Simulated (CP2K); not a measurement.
A self-consistent single point of Pb (Im-3m, 1 atom in the cell) with CP2K.

Computed with LDA (Pade form), GPW, DZVP-MOLOPT-SR-GTH basis, GTH-PADE potentials (GTH_POTENTIALS) (CP2K).

```yaml
crystal:
  lattice:
    - [3.42887, 0.00000, 0.00000]
    - [-1.14296, 3.23277, 0.00000]
    - [-1.14296, -1.61639, 2.79966]
  atoms:
    - { symbol: Pb, position: [0.00000, 0.00000, 0.00000] }
```

Reference input (self-consistent single point, DFT PBEsol, GPW, DZVP-MOLOPT-SR-GTH basis, GTH-PBE potentials (GTH_POTENTIALS)): CUTOFF = 400 Ry; REL_CUTOFF = 50 Ry; SMEAR/METHOD = FERMI_DIRAC; ELECTRONIC_TEMPERATURE = 1160.45 K; KPOINTS/SCHEME = MONKHORST-PACK 15 15 15; XC_FUNCTIONAL = PBE:PBESOL; Pb/BASIS_SET = DZVP-MOLOPT-SR-GTH-q4; Pb/POTENTIAL = GTH-PBE-q4; METHOD = GPW; EPS_DEFAULT = 1e-10; NGRIDS = 4; SCF_GUESS = ATOMIC. This run's input differs from it in these lines:

```diff
@@ -43,6 +43,3 @@
     &XC
-      &XC_FUNCTIONAL
-        &PBE
-          PARAMETRIZATION PBESOL
-        &END PBE
+      &XC_FUNCTIONAL PADE
       &END XC_FUNCTIONAL
@@ -77,3 +74,3 @@
       BASIS_SET DZVP-MOLOPT-SR-GTH-q4
-      POTENTIAL GTH-PBE-q4
+      POTENTIAL GTH-PADE-q4
     &END KIND
```

Output (repeated stretches shortened):

```
 SCF WAVEFUNCTION OPTIMIZATION

  Step     Update method      Time    Convergence         Total energy    Change
     1 NoMix/Diag. 0.30E+00      -     0.28847937        -3.6766838493 -3.68E+00
     2 Broy./Diag. 0.30E+00      -     0.00310655        -3.6710116087  5.67E-03
     3 Broy./Diag. 0.30E+00      -     0.01059722        -3.6564745147  1.45E-02
     4 Broy./Diag. 0.30E+00      -     0.00059595        -3.6510120293  5.46E-03
     5 Broy./Diag. 0.30E+00      -     0.00050457        -3.6478904725  3.12E-03
     6 Broy./Diag. 0.30E+00      -     0.00004528        -3.6476621712  2.28E-04
     7 Broy./Diag. 0.30E+00      -     0.00003118        -3.6475952558  6.69E-05
     8 Broy./Diag. 0.30E+00      -     0.00000062        -3.6475909980  4.26E-06
     9 Broy./Diag. 0.30E+00      -     0.00000111        -3.6475887821  2.22E-06
    10 Broy./Diag. 0.30E+00      -     0.00000006        -3.6475884925  2.90E-07
  *** SCF run converged in    10 steps ***

  Overlap energy of the core charge distribution:               0.00000000000116
  Self energy of the core charge distribution:                 -7.30933873422194
  Core Hamiltonian energy:                                      1.40251436668157
  Hartree energy:                                               3.25390139357974
  Exchange-correlation energy:                                 -0.99392101368200
  Electronic entropic energy:                                  -0.00074450486990
  Fermi energy:                                                 0.13949101380110

  Total energy:                                                -3.64758849250394
  Total energy (extrapolated to T->0):                         -3.64721624006899

                     Mulliken Population Analysis

   [... lines left out ...]

 STRESS| Analytical stress tensor [bar]
 STRESS|                        x                   y                   z
 STRESS|      x       -3.62107709784E+04  -9.79443289986E-02  -1.51500263380E-01
 STRESS|      y       -9.79443289986E-02  -3.62109720469E+04  -2.93328799656E-01
 STRESS|      z       -1.51500263380E-01  -2.93328799656E-01  -3.62113426110E+04
 STRESS| 1/3 Trace                                            -3.62110285454E+04
```

The run converged in 10 iterations. Against the reference run the pressure goes from 0.67 to -3.62 GPa.

The starting cell comes from a database of computed structures (which also holds hypothetical and non-ambient phases and stackings), without a prior relaxation at this level. Values carry the incompleteness of an atom-centred basis. With a pressure of about -4 GPa the cell is away from its equilibrium volume at this level.
